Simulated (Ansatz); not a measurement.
**Hypothetical P6_422 BAs: response to strain**

Start from BAs (space group P6_422, No. 181; a = 3.4587 Å, c = 7.4818 Å; a hypothetical phase, not in the database extracts checked). Axes: x lies along a and z along c of the hexagonal cell.

Strains are applied to the cell and any free atomic positions relax; under stress the whole cell relaxes.

Level of theory: DFT with PBE, PAW potentials and a 420 eV plane-wave cutoff in Ansatz (a quantum-chemistry and plane-wave program), no spin-orbit coupling.

| change | band gap | volume per atom | gap character |
|---|---|---|---|
| base | 0.48 eV | 12.92 Å³ | indirect, Γ → M |
| isotropic strain +2.49 % | [?] | 13.91 Å³ | [?] |
| uniaxial strain ε_xx = +0.42 % | 0.48 eV | 12.97 Å³ | indirect, Γ → S |
| uniaxial strain ε_zz = −2.90 % | 0.31 eV | 12.54 Å³ | indirect, Γ → M |
| uniaxial stress, 5 GPa compression along z | 0.37 eV | 12.77 Å³ | indirect, Γ → M |

Q: Some entries are withheld; estimate them.

A: 
- isotropic strain +2.49 %, band gap: 0.38 eV
- isotropic strain +2.49 %, gap character: indirect, Γ → K

Beyond what the load breaks, stability against distortions was not tested. The base started in P3_121 and relaxed to P6_422 at this level. Labels are those of the standard path for the cell's own space group.
